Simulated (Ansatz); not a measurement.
For GeRh (model structure, started from the rocksalt type, Fm-3m, No. 225, 2 atoms in the cell), PBEsol in Ansatz (plane waves, PAW) gives:

lattice parameter a: 4.992 Å
formation enthalpy: -0.140 eV/atom

**Question.** What does r²SCAN (Ansatz, a quantum-chemistry and plane-wave program, PAW) give for the same quantities?

**Answer.** 
- lattice constant a: 5.021 Å (increases by 0.6 %)
- formation enthalpy: -0.119 eV/atom (moves by +0.021 eV/atom)

Changes are worked out from the printed values.

Unless a cell is named, each level is at its own relaxed cell (PBEsol 15.55, r²SCAN 15.82 Å³/atom).

The crystal itself was run without spin with PBEsol, r²SCAN; a magnetic state was not tried in these runs.

Ansatz's density-functional and Hartree–Fock values are scalar-relativistic unless marked +SOC, with PAW data made under PBE.

A model structure was made by putting elements into a prototype or built by hand; it is no filed structure, need not be a known phase, and can be a saddle point held by its symmetry.
